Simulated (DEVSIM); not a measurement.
Device: abrupt Si n-p junction, at 300 K.

| layer (left to right) | material | thickness (μm) | Nd (cm⁻³) | Na (cm⁻³) | τn (s) | τp (s) |
|---|---|---|---|---|---|---|
| 1 | Si | 6.20 | 6.7e16 | - | 4.3e-5 | 4.3e-5 |
| 2 | Si | 31.0 | - | 6.3e14 | 4.3e-5 | 4.3e-5 |

Left contact: ohmic. Right contact: ohmic. Voltage is applied to the left contact. Recombination: SRH at mid-gap, radiative, Auger. Gap narrowing is on: ΔEg = 6.92 meV × (l + √(l² + 0.5)), l = ln(N/1.3e17 cm⁻³), shared equally by both band edges. Mobility is μmin + (μ − μmin)/(1 + (N/Nref)^α).

Constants are typed, rounded textbook-type inputs, not results; the design itself was drawn at random and stands for no fabricated device. Values at 300 K; Nc and Nv go as T^1.5, mobilities as T to minus their exponent, the gap by Varshni's rule with the affinity fixed.

| parameter | Si |
|---|---|
| gap (eV) | 1.124 |
| affinity (eV) | 4.05 |
| permittivity | 11.7 |
| Nc (cm⁻³) | 2.86e19 |
| Nv (cm⁻³) | 3.1e19 |
| μn (cm²/Vs) | 1417 |
| μp (cm²/Vs) | 470 |
| μn,min | 52 |
| μp,min | 45 |
| Nref,n | 9.7e16 |
| Nref,p | 2.2e17 |
| αn | 0.68 |
| αp | 0.72 |
| T exponent of μn | 2.3 |
| T exponent of μp | 2.2 |
| B (cm³/s) | 4.7e-15 |
| Cn (cm⁶/s) | 2.8e-31 |
| Cp (cm⁶/s) | 9.9e-32 |
| Varshni α (eV/K) | 0.000473 |
| Varshni β (K) | 636 |

Simulated with DEVSIM: 1D drift-diffusion, Boltzmann statistics, complete ionisation; no tunnelling, impact ionisation, image-force lowering or self-heating.

Base results: dark forward voltage at 1 A/cm² (V) 0.572; dark forward voltage at 100 A/cm² (V) 0.827; potential step across the device at zero bias (V) 0.687; largest field in the device at zero bias (V/cm) 17000.

**Question.** What follows from this one change: thickness of layer 1 6.2 → 19 μm?

**Answer.** dark forward voltage at 1 A/cm² little changed (0.573 V); dark forward voltage at 100 A/cm² 0.827 → 0.815 V; potential step across the device at zero bias little changed (0.687 V); largest field in the device at zero bias little changed (17000 V/cm).

**Question.** What follows from this one change: doping Nd of layer 1 6.7e+16 → 2e+18 cm^-3?

**Answer.** dark forward voltage at 1 A/cm² little changed (0.572 V); dark forward voltage at 100 A/cm² 0.827 → 0.771 V; potential step across the device at zero bias 0.687 → 0.757 V; largest field in the device at zero bias 17000 → 61000 V/cm.

**Question.** What follows from this one change: thickness of layer 2 31 → 6.2 μm?

**Answer.** dark forward voltage at 1 A/cm² 0.572 → 0.523 V; dark forward voltage at 100 A/cm² 0.827 → 0.697 V; potential step across the device at zero bias little changed (0.687 V); largest field in the device at zero bias little changed (17000 V/cm).

**Question.** What follows from this one change: temperature 300 → 400 K?

**Answer.** dark forward voltage at 1 A/cm² 0.572 → 0.347 V; dark forward voltage at 100 A/cm² 0.827 → 0.731 V; potential step across the device at zero bias 0.687 → 0.484 V; largest field in the device at zero bias little changed (18000 V/cm).
